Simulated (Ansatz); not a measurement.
**How far to go with the k-point mesh at a smearing width of 0.02 eV: Hg (Imma, 2 atoms in the cell)**

```
Hg
1.0
   -2.91511     2.91511     1.56469
    2.91511    -2.91511     1.56469
    2.91511     2.91511    -1.56469
Hg
2
Direct
  0.76598   0.26598   0.50000
  0.00000   0.00000   0.00000
```

Computed with LDA (PW92), default PAW files made with PBE (plane waves; Ansatz, a quantum-chemistry and plane-wave program).

Base settings: basis.ecutwfc = 30.9 Ry; kpoints.mp_grid.grid = 12 12 12; hamiltonian.xc = lda; hamiltonian.pseudopotentials = {kind: paw} (the program's default PAW files); scf.occupations.method = gaussian; scf.occupations.width = 0.0073 Ry.

In this ladder: scf.occupations.width = 0.0015 Ry.

Only quantities that move along the ladder and can be compared are tabulated.

The count of work is k-points × plane waves × bands × iterations; it is no time. Core times come from one kind of shared machine, to one figure; runs under 30 s give none.

The starting cell comes from a database of computed structures (which also holds hypothetical and non-ambient phases and stackings), without a prior relaxation at this level. Its lattice was rescaled by up to half a per cent. One atom was moved a little off its site on purpose. In the base run, with a pressure of about -4 GPa the cell is away from its equilibrium volume at this level. Ansatz's pressure includes its estimate of the finite-basis (Pulay) stress.

| kpoints.mp_grid.grid | free energy less the last step's (meV/atom) | pressure (GPa) | largest difference of a force vector from the last step's (eV/Å) | count of work / last | core time / last (rough) |
|---|---|---|---|---|---|
| 4 4 4 | 70.36 | -3.28 | 0.102 | 0.0059 | – |
| 5 5 5 | 23.14 | -3.38 | 0.002 | 0.0088 | – |
| 6 6 6 | -2.57 | -4.66 | 0.030 | 0.015 | – |
| 7 7 7 | 4.24 | -4.54 | 0.007 | 0.021 | – |
| 9 9 9 | -1.64 | -4.36 | 0.003 | 0.041 | – |
| 11 11 11 | -3.80 | -4.39 | 0.003 | 0.071 | – |
| 13 13 13 | -1.14 | -4.27 | 0.002 | 0.11 | – |
| 16 16 16 | -1.37 | -4.29 | 0.005 | 0.20 | – |
| 19 19 19 | -0.25 | -4.17 | 0.000 | 0.33 | 0.3 |
| 23 23 23 | -0.25 | -4.17 | 0.000 | 0.56 | 0.5 |
| 28 28 28 | 0.00 | -4.21 | 0.000 | 1.0 | 1 |

Coarsest kpoints.mp_grid.grid that holds the forces within 0.01 eV/Å of the last step, with all finer ones: 7 7 7, at 0.021 of the last step's count of work; the step before is off by 0.030 eV/Å.

Coarsest kpoints.mp_grid.grid that holds the pressure within 0.1 GPa of the last step, with all finer ones: 13 13 13, at 0.11 of the last step's count of work; the step before is off by 0.19 GPa.

Coarsest kpoints.mp_grid.grid that holds the free energy within 5 meV/atom of the last step, with all finer ones: 6 6 6, at 0.015 of the last step's count of work; the step before is off by 23 meV/atom.

Keys are those of Ansatz 0.2.
